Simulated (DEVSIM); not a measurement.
Device: Cr/SiO2/n-Ge capacitor, at 300 K.

```tsv
layer (left to right)	material	thickness (nm)	Nd (cm⁻³)
1	SiO2	51.0	-
2	Ge	570	1.1e18
```

Metal gate on the left, work function 4.5 eV. Fixed charge at the semiconductor interface 0 cm⁻² (in units of +e); no interface traps.

Constants are typed, rounded textbook-type inputs, not results; the design itself was drawn at random and stands for no fabricated device. Values at 300 K.

```csv
parameter,SiO2,Ge
gap (eV),9,0.664
affinity (eV),0.9,4
permittivity,3.9,16
Nc (cm⁻³),-,1.04e19
Nv (cm⁻³),-,6e18
```

Simulated with DEVSIM: 1D Poisson equation in equilibrium, Boltzmann statistics, complete ionisation; no quantum confinement or tunnelling. Metal contacts follow the ideal Schottky-Mott rule: no Fermi-level pinning, no interface dipoles.

The substrate doping was swept, all else fixed.

| substrate doping (cm^-3) | flat-band voltage (V) | minimum of the low-frequency capacitance (μF/cm²) |
|---|---|---|
| 5.5e16 | 0.36 | 0.0481 |
| 1.1e17 | 0.38 | 0.0510 |
| 2.2e17 | 0.40 | 0.0546 |
| 5.5e17 | 0.42 | 0.0581 |
| 1.1e18 | 0.44 | 0.0602 |
| 2.2e18 | 0.46 | 0.0621 |

From the first row to the last the flat-band voltage goes from 0.36 to 0.46. From the first row to the last the minimum of the low-frequency capacitance goes from 0.0481 to 0.0621.
